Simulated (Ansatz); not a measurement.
Base system: ZnS in the zinc blende structure (space group F-43m, No. 216; a = 5.3891 Å).

The other end (x = 1) is ZnSe in the zinc blende structure (space group F-43m, No. 216): 22.73 Å³/atom, gap 1.87 eV.

Computed with r2SCAN (Ansatz, a first-principles code), without spin-orbit coupling.

Se replaces a fraction x of S; each row is one arrangement (x, atoms in the cell, starting space group or random), fully relaxed.

One change was made to it. Results:

```tsv
quantity	base	after
electron mass	0.19 mₑ (at Γ)	0.14 mₑ (at Γ)
mean first-shell distances	–	S–Zn 2.360 Å (end compound 2.334 Å), Se–Zn 2.445 Å (end compound 2.453 Å)
band gap	2.70 eV	2.01 eV
volume per atom	19.56 Å³	21.91 Å³
```

Q: Name the change that was made.
A. x(Se) = 0.5, 8 atoms, P-4m2
B. x(Se) = 0.75, 8 atoms, Amm2
C. x(Se) = 0.75, 8 atoms, P-43m
D. x(Se) = 0.25, 8 atoms, Amm2

A: C, x(Se) = 0.75, 8 atoms, P-43m. For comparison, the band gap in the other runs: x(Se) = 0.75, 8 atoms, Amm2 gives 1.94 eV; x(Se) = 0.25, 8 atoms, Amm2 gives 2.30 eV; x(Se) = 0.5, 8 atoms, P-4m2 gives 2.18 eV.

Each cell is one ordered arrangement of few atoms, which overstates ordering effects compared with a random alloy. Masses are band curvatures over ±0.01 Å⁻¹ around the edge. Whether these cells are dynamically stable was not tested.
